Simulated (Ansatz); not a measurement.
The parent structure is AlPt (space group P2_13, No. 198; a cell from a computed database, its experimental status unchecked).

AlPt is modelled in the cubic space group P2₁3 (No. 198), Pearson symbol cP8. Lattice parameters: a = 4.868 Å, b = 4.868 Å, c = 4.868 Å, α = 90.00°, β = 90.00°, γ = 90.00°. Al on 4a is surrounded by 7 Pt at 2.596–2.613 Å and 6 Al at 3.011 Å. Pt on 4a sees 7 Al at 2.596–2.613 Å and 6 Pt at 3.008 Å. (Neighbours: up to the widest gap in distance over summed covalent radii, below 1.35, at either atom.)

All numbers come from PBEsol, PAW, 420 eV (Ansatz, an electronic-structure program; no spin-orbit coupling).

Base values:

```
Quantity    Value
--------  -------
Pressure  0.0 GPa
```

The change: an isotropic linear strain of +5.89 %, atoms relaxed at fixed cell.

Problem. How does this affect the largest internal atomic displacement and pressure?

Solution. The largest internal atomic displacement comes out as 0.032 Å; the pressure goes from zero to -22.9 GPa.

Whether these cells are dynamically stable was not tested. All final runs are without spin polarisation.
